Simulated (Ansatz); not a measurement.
The starting structures come from a database of crystals and need not be the phases stable at ambient conditions.

 Where the default PAW files enter, the runs use the earlier of Ansatz's two default sets.

By PBEsol, the system below comes out a metal.

The ballistic (Sharvin) conductance counts the channels at the Fermi level: G/A = (e²/h) × channels of both spins per area.

Consider the following.

```xyz
16
Lattice="4.8971 0.0000 0.0000 0.0000 9.6461 0.0000 2.4486 -4.8230 4.8230" Properties=species:S:1:pos:R:3 pbc="T T T"
Si     4.8971     3.2100     1.6130
Si     2.4486     1.6130     3.2100
Si     2.4486     6.4360     1.6130
Si     4.8971    -1.6130     3.2100
Si     3.6728     0.0000     0.0000
Si     1.2243     0.0000     0.0000
Mo     2.4486    -0.7422     2.1596
Mo     4.8971     5.5652     2.6635
Mo     2.4486     2.1596     0.7422
Mo     4.8971     2.6635     4.0809
Mo     4.8971     0.7422     2.1596
Mo     2.4486     4.0809     2.6635
Mo     4.8971     7.4865     0.7422
Mo     2.4486    -2.6635     4.0809
Mo     3.6728     4.8230     0.0000
Mo     1.2243     4.8230     0.0000
```

Space group of this cell: I4/mcm. The cell is taken as given; by PBEsol its mean pressure is -3.5 GPa.

The current flows along the normal of the first two printed cell vectors, the (100) plane of the conventional cell. No spin-orbit coupling; the value is a mean over 0.1 eV about the Fermi level.

Problem. Compute, with PBEsol (Ansatz, a program for electronic structure), the ballistic conductance per area.

Solution. 0.50 × 10¹⁵ S/m² for both spins.
